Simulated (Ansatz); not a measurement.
## Ru in the hcp (Mg type) structure (space group P6_3/mmc, No. 194)

```xyz
2
Lattice="2.6919 0.0000 0.0000 -1.3459 2.3312 0.0000 0.0000 0.0000 4.2457" Properties=species:S:1:pos:R:3 pbc="T T T"
Ru     1.3459     0.7771     3.1842
Ru     0.0000     1.5542     1.0614
```

Calculations: DFT with PBEsol, PAW potentials and a 420 eV plane-wave cutoff in Ansatz (a quantum-chemistry and plane-wave program), no SOC. k-mesh 20×20×11 (Γ-centred); smearing 0.05 eV (Fermi–Dirac).

```yaml
volume_per_atom: 13.32 Å³
density: 12.60 g/cm³
band_gap: zero
total_energy: -5816.504 eV/atom (σ→0; compares only within this code and set-up)
```

Stability against distortions was not tested. The final runs are not spin-polarised.
